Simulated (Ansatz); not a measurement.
PbS under a change: isotropic strain +1.50 %

Base system: PbS in the rock salt structure (space group Fm-3m, No. 225; a = 5.8450 Å).

Now apply this change: the cell is scaled by 1.0150 in all directions; the atoms relax in the strained cell.

All numbers come from LDA, PAW, 420 eV (Ansatz, a first-principles code; without spin-orbit coupling). k-mesh 10×10×10 (Γ-centred); smearing 0.05 eV (Fermi–Dirac).

- Volume per atom: 26.10 Å³ (base 24.96 Å³)
- Space group: Fm-3m (No. 225) (base Fm-3m (No. 225))
- Shortest interatomic distance: 5.606 bohr (base 5.523 bohr)
- Energy relative to the base (free energy F): +9.7 meV/atom
- Pressure: -2.62 GPa (base 0.00 GPa)
- Band gap: 0.23 eV (base 0.06 eV)
- Gap character: direct at L (base direct at L)
- Mean gap deformation potential ΔEg/Δln V: +3.8 eV
- Width of the top valence band: 3.43 eV (base 3.78 eV)
- Electron mass: 0.084 mₑ along k, 0.15 mₑ across (at L)
- Valley order (the lowest conduction-band minima on the path, energy above the VBM, named in the base's zone): L along ⟨111⟩ 0.23 eV; a point along ⟨110⟩, about 0.7 Å⁻¹ from Γ 1.15 eV (base L along ⟨111⟩ 0.06 eV; a point along ⟨110⟩, about 0.7 Å⁻¹ from Γ 1.04 eV)

Spin-orbit coupling, missing from the scalar runs, can matter with Pb. Effective masses come from finite differences of ±0.01 Å⁻¹. Along k means along the line from Γ to the band edge. Stability against distortions was not tested. The zero or small gap of PbS can change with the level of theory.
